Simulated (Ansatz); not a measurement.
Density of states of SiC (P6_3mc) below the valence band maximum, HSE06, rigid bands in Ansatz (an electronic-structure program); cell volume 41.4 Å³.

(energy from edge (eV), 10⁻³ states/eV/cell): (0.006, 57.7); (0.031, 126); (0.056, 162); (0.081, 189); (0.106, 215); (0.131, 259); (0.156, 294); (0.181, 323); (0.206, 351); (0.231, 369); (0.256, 394); (0.281, 417); (0.319, 445); (0.344, 467); (0.369, 488); (0.394, 504); (0.419, 526); (0.444, 544); (0.469, 563); (0.494, 581); (0.519, 601); (0.544, 616); (0.569, 634); (0.594, 655)

Problem. What effective density of states at 300 K does this give (∫ g(E) exp(−E/k_BT) dE, both spins, divided by the cell's size)?

Solution. 6.4e19 cm⁻³, a density-of-states mass of 1.86 mₑ, valleys and band degeneracy included.

Spin-orbit coupling is left out; where it splits the top of the valence band, N_v and the p-type Seebeck coefficient come out somewhat high without it. Geometry: cell and atoms relaxed with PBEsol.
